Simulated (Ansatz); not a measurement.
Band structure of MgF₂ (P4_2/mnm, 6 atoms in the cell).

```
CELL_PARAMETERS angstrom
      4.73273     0.00000     0.00000
      0.00000     4.73273     0.00000
      0.00000     0.00000     3.12442
ATOMIC_POSITIONS crystal
  Mg 0.00000 0.00000 0.00000
  Mg 0.50000 0.50000 0.50000
  F  0.30300 0.30300 0.00000
  F  0.80300 0.19700 0.50000
  F  0.19700 0.80300 0.50000
  F  0.69700 0.69700 0.00000
```

Method of the run: PBE, PAW files (plane waves; Ansatz, a first-principles code).

Settings: kpoints.mp_grid.grid = 4 4 6; hamiltonian.xc = pbe; hamiltonian.pseudopotentials = {kind: paw} (an earlier, softer set of the program's PAW files); scf.occupations.method = fermi_dirac; scf.occupations.width = 0.02 eV; kpoints.band_path.npoints = 8.

The starting cell has typed, rounded lattice constants, without a prior relaxation at this level. Its lattice was rescaled by a random factor within 2.5 % of one.

### Question
Predict the gap along the standard path and the places of the band edges.

### Answer
The gap along the path is 6.66 eV, direct at Γ to within 0.01 eV.

Levels in eV from the top of the valence band on the path, bands 21 to 28:
```tsv
point	21	22	23	24	25	26	27	28
Γ	-0.70	-0.31	-0.31	0.00	6.66	11.82	11.82	13.25
X	-0.92	-0.92	-0.34	-0.34	8.99	8.99	13.04	13.04
M	-0.89	-0.89	-0.69	-0.69	10.53	10.53	10.85	10.85
Z	-1.02	-1.02	-0.77	-0.77	11.27	11.27	14.50	14.50
R	-0.67	-0.67	-0.60	-0.60	12.24	12.24	12.77	12.77
A	-0.55	-0.55	-0.45	-0.45	12.56	12.56	12.96	12.96
```

Keys are those of Ansatz 0.2.
